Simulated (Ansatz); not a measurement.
In a (16,0) carbon nanotube, the lowest empty band has its minimum at Γ and lies 0.113 eV higher 0.0460 Å⁻¹ away along the axis.

The numbers are results of PBE (plane waves to 420 eV, PAW; Ansatz, a first-principles code), not measurements. Mesh 1×1×18. No spin polarisation. Periodic along z alone, with about 11 Å of vacuum beside it. An idealised model, rolled from the flat sheet. It keeps the symmetry and period of its start, so it need not be a minimum against all distortions.

Question: Estimate the electron mass along the axis.

Answer: For a parabola ΔE = ħ²Δk²/2m, and ħ²/2mₑ = 3.810 eV Å². So m/mₑ = 3.810 × 0.0460²/0.113 = 0.071. The curvature over a step a third as long gives 0.060; the difference is the band's departure from a parabola.
